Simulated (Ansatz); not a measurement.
System: interstitial Ag in rutile TiO2 (charge state +1). The step: a concerted move, in which Ag travels most; the atom moves 1.81 Å along (-0.07, -0.35, 0.23) of the unit cell; at the start the Ag atom holds a host Ti site and a host atom stands off its site; the moving atom starts with neighbours 2 O at 2.10, O at 2.11, O at 2.46, O at 2.64, O at 2.65; Ti at 2.72 Å and ends with 2 O at 2.13, 2 O at 2.15, 2 O at 2.72; 2 Ti at 2.74, Ti at 2.75, Ti at 2.76 Å. A PBE band in Ansatz (plane-wave PAW, one k-point at (0.250, 0.250, 0.250), 72 host sites, 180 SCF runs with any check of the saddle's order, static, no finite-size correction) gives a forward barrier of 0.82 eV. The check of the saddle point's order was inconclusive. The charge state is imposed; whether it is stable for some Fermi level was not computed. Sites that were not tried may lie lower.

Single points at the band's start and saddle point can refine it. Rough cost of one point, in units of the band's mean SCF on the same machine:

| Level | Cost of one point |
|---|---|
| PBE, a 2×2×2 k-point mesh shifted by half a step | about 5 |
| r2SCAN at 500 eV, one k-point at (0.250, 0.250, 0.250) | about 3 |

Task: Which of these move the barrier by more than 0.1 eV, and how far does each move it?

Result: PBE, a 2×2×2 k-point mesh shifted by half a step: -0.03 eV; r2SCAN at 500 eV, one k-point at (0.250, 0.250, 0.250): +0.12 eV. Each functional is compared with PBE at the same k-points.

Ansatz is a quantum-chemistry and plane-wave program.
